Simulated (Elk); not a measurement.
Input and output of a self-consistent single point for Be3Ir (I4/mmm, 4 atoms in the cell) (Elk).

Method: LDA (PW92), all-electron FP-LAPW, Elk's shipped species files, default APW+lo basis in Elk.

```
Be3Ir
1.0
   -1.63128     1.63128     3.62485
    1.63128    -1.63128     3.62485
    1.63128     1.63128    -3.62485
Be Ir
3 1
Direct
  0.75000   0.25000   0.50000
  0.25000   0.75000   0.50000
  0.50000   0.50000   0.00000
  0.00000   0.00000   0.00000
```

Reference input (self-consistent single point, DFT, LDA (PW92), all-electron FP-LAPW, Elk's shipped species files, default APW+lo basis): swidth = 0.00183747 Ha; ngridk = 7 7 7; rmtscf = 0.89; maxscl = 100. This run's input differs from it in these lines:

```diff
@@ -7,3 +7,3 @@
 swidth
-  0.00183747
+  0.00367493
```

Output (repeated stretches shortened):

```
│ Self-consistent loop started │
│ Loop number : 1 │
 total energy                :     -17877.1392125
│ Loop number : 2 │
 total energy                :     -17877.9998843
RMS change in Kohn-Sham potential (target) :   0.1428486058     (  0.1000000000E-05)
Absolute change in total energy (target)   :   0.8606718613     (  0.1000000000E-03)
│ Loop number : 3 │
 total energy                :     -17882.5453903
RMS change in Kohn-Sham potential (target) :   0.1055709255     (  0.1000000000E-05)
Absolute change in total energy (target)   :    4.760673945     (  0.1000000000E-03)
│ Loop number : 4 │
   [... lines left out ...]
Absolute change in total energy (target)   :   0.6788055871E-03 (  0.1000000000E-03)
│ Loop number : 14 │
 total energy                :     -17891.9698351
RMS change in Kohn-Sham potential (target) :   0.1103649260E-06 (  0.1000000000E-05)
Absolute change in total energy (target)   :   0.1722545348E-03 (  0.1000000000E-03)
│ Loop number : 15 │
 total energy                :     -17891.9698452
RMS change in Kohn-Sham potential (target) :   0.6170576085E-08 (  0.1000000000E-05)
Absolute change in total energy (target)   :   0.5311032146E-04 (  0.1000000000E-03)
Convergence targets achieved

│ Loop number : 16 │

Energies :
 Fermi                       :     0.352606673401
 total energy                :     -17891.9698453

Density of states at Fermi energy :    47.73712710
 (states/Hartree/unit cell)

Estimated indirect band gap :   0.5543719271E-02
 from k-point     22 to k-point     28
Estimated direct band gap   :   0.1690433811E-01
 at k-point     20

Charges :
 core                        :    54.00000000
 valence                     :    35.00000000
 interstitial                :    5.526598291
 muffin-tins (core leakage)
  species :    1 (Be)
   atom    1                 :    2.586648836     (  0.3447856793E-02)
   atom    2                 :    2.586648836     (  0.3447856793E-02)
   atom    3                 :    2.607888284     (  0.3472140537E-02)
  species :    2 (Ir)
   atom    1                 :    75.69221575     (  0.1197654462E-02)
 total in muffin-tins        :    83.47340171
 total calculated charge     :    88.98363723
 total charge                :    89.00000000
 error                       :   0.1636277265E-01

│ Self-consistent loop stopped │
```

The run converged in 16 iterations. The count includes the last loop, which Elk runs after its targets are met. Against the reference run the free energy falls by 5.7 meV/atom.

The starting cell comes from a database of computed structures (which also holds hypothetical and non-ambient phases and stackings), without a prior relaxation at this level. Its lattice was rescaled by a random factor within 2.5 % of one. Spin-orbit coupling is off. Spin polarisation is off. Values depend on the basis (sphere radii, cutoffs, local orbitals), which need not be converged. The log's line on a gap gives a spacing of levels on this mesh, which the program prints for metals too.
